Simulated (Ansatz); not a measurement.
Ansatz (a quantum-chemistry and plane-wave program) run on HfMo (R-3m, 2 atoms in the cell): self-consistent single point.

Level of theory: PBE (plane waves, PAW; Ansatz).

```
CELL_PARAMETERS angstrom
      1.54236     0.89048     4.92793
     -1.54236     0.89048     4.92793
      0.00000    -1.78096     4.92793
ATOMIC_POSITIONS crystal
  Mo 0.00000 0.00000 0.00000
  Hf 0.50000 0.50000 0.50000
```

Reference input (self-consistent single point, DFT, PBE, plane waves, default PAW files): kpoints.mp_grid.grid = 16 16 16; hamiltonian.xc = pbe; hamiltonian.pseudopotentials = {kind: paw} (the program's default PAW files); scf.occupations.method = cold; scf.occupations.width = 0.0073 Ry. This run's input differs from it in these lines:

Ansatz 0.2 input:
```diff
@@ -10,3 +10,3 @@
 kpoints:
-  mp_grid: { grid: [16, 16, 16] }
+  mp_grid: { grid: [12, 12, 12] }
 hamiltonian:
@@ -15,3 +15,3 @@
 scf:
-  occupations: { method: cold, width: 0.0073 Ry }
+  occupations: { method: cold, width: 0.0022 Ry }
 output:
```

Output (repeated stretches shortened):

```
SCF iter   1: F=—  HF=-20676.538223 eV  |F-HF|=—  |Δ(HF+E_count)|=         —  Δρ=7.57e-3  dr2=5.57e-2  ethr=1.77e-3  ⟨swp⟩=5.3  Hψ=16797  notcnv=0
all-band conjugate gradients solve this SCF's bands
preconditioner: auto → Kerker (q_TF=auto, 2.721 Å⁻¹)
SCF iter   2: F=—  HF=-20676.535995 eV  |F-HF|=—  |Δ(HF+E_count)|=   2.23e-3  S|Δr|=    0.00e0  Δρ=3.88e-3  dr2=1.36e-2  ethr=1.39e-4  ⟨swp⟩=1.2  Hψ=6090  notcnv=0
   [... lines left out ...]
SCF iter   6: F=—  HF=-20676.534953 eV  |F-HF|=—  |Δ(HF+E_count)|=   5.35e-7  S|Δr|=    0.00e0  Δρ=2.94e-5  dr2=4.37e-7  ethr=2.49e-8  ⟨swp⟩=1.4  Hψ=4647  notcnv=0  defer=3
SCF iter   7: F=-20676.534952 eV  HF=-20676.534952 eV  |F-HF|=3.49e-8  |Δ(HF+E_count)|=   6.68e-8  S|Δr|=    0.00e0  Δρ=1.02e-5  dr2=5.80e-8  ethr=2.50e-10  ⟨swp⟩=4.5  Hψ=16244  notcnv=0
the search or the solves at the SCF's close seem to have found levels that the self-consistency loop had missed (the run counts 1) …
SCF 1 converged in 7 iterations: F = -20676.534952 eV  dr2 = 5.80e-8
Stability not checked (fill_not_monotonic)
Free energy (F): -20676.534952 eV
Internal energy: -20676.535008 eV  (E = F + TS)
E sigma→0 (E₀):  -20676.534971 eV
Entropy (-TS):   0.000055 eV (0.028 meV/atom)
Fermi energy:    18.556785 eV
--- Forces (eV/Å), atoms counted from 1 ---
  atom   1  Mo     0.00000000     0.00000000    -0.00000000
  atom   2  Hf     0.00000000     0.00000000     0.00000000
--- Stress (GPa, compression-positive) ---
       -8.108200       0.000000       0.000000
        0.000000      -8.108200       0.000000
       -0.000000       0.000000     -13.670837
  P = ⅓ Tr σ = -9.9624 GPa (-99.624 kbar)
  The stress holds the Pulay correction. Without it, at fixed plane waves, as pw.x and ABINIT print it: P = -10.0025 GPa
```

The run converged in 7 iterations. Against the reference run the free energy goes up by 3.0 meV/atom and the pressure stays near -9.96 GPa while the zz stress (positive for compression) goes from -14.02 to -13.67 GPa.

The starting cell was generated: these elements placed on a structure prototype, without a prior relaxation; it need not be a known phase or ordering of this composition. Spin polarisation is off. With a pressure of about -10 GPa the cell is away from its equilibrium volume at this level. Ansatz's pressure includes its estimate of the finite-basis (Pulay) stress.
